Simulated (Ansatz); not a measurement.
# Effect of isotropic strain +0.50 % on Rh

The parent structure is Rh in the fcc (Cu type) structure (space group Fm-3m, No. 225; a = 3.8015 Å; relaxed with 0.1 eV smearing).

Now apply this change: every lattice vector is stretched by 0.50 %, atoms relaxed at fixed cell.

Computed with Kohn–Sham DFT with the r2SCAN functional, run in Ansatz (an electronic-structure program) with PAW and 500 eV plane waves, no spin-orbit coupling. Γ-centred 30×30×30 mesh, Fermi–Dirac width 0.1 eV.

The shortest interatomic distance goes up by 0.0134 Å to 2.702 Å and the energy goes up by 2.6 meV/atom. The band gap is still zero.

Final structure:

```xyz
1
Lattice="0.0000 1.9103 1.9103 1.9103 0.0000 1.9103 1.9103 1.9103 0.0000" Properties=species:S:1:pos:R:3 pbc="T T T"
Rh     0.0000     0.0000     0.0000
```

Cost of the whole job for the changed cell (relaxation, final SCF and bands): around 60 core-seconds (rough).

Stability against distortions was not tested. All final runs are without spin polarisation.
